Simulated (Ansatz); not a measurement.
## SiH3 on the 1x1 (110) surface of 3C silicon carbide (cut with top plane C + Si), one in a 2x2 cell, started at the site 'top C'

Host crystal: 3C silicon carbide, with a band gap (PBE, scalar-relativistic without spin-orbit coupling).

All values below come from PBE (plane waves to 420 eV, PAW; Ansatz, an electronic-structure program).

Slab: 52 atoms, 7.7 Å thick at the start under the adsorbate (thin: gaps and levels are the slab's own); k 3x3x1, smearing 0.01 eV, dipole-corrected; 24 atoms held, the rest relaxed; no symmetry held; spin-polarised, no spin-orbit, no U, no dispersion correction. The slab shows no gap over 0.04 eV on its mesh. The starting moment vanished. At the end it is bonded to C. In PBE it is, or lies within 0.03 eV of, the lowest of the starts that converged.

| Property | Value |
|---|---|
| adsorption energy against SiH4(g) − ½ H2(g) | -118 kJ/mol |
| change of the step from the bottom to the top vacuum level, against the clean slab | -1.24 eV |
| energy released by relaxation | 0.86 eV |
| height of the binding atom over the mean of the host atoms within 0.3 Å of the top one | 1.651 Å |
| nearest host atoms of the binding atom | C at 1.87 Å, Si at 3.12 Å, Si at 3.12 Å |
| largest move of a host atom | 0.08 Å |
| note | in the relaxation the adsorbate left its starting site by 1.1 Å |
| cost | around 100 core-minutes (rough) |

A negative adsorption energy means that the adsorbate is more stable on the surface than in its reference.
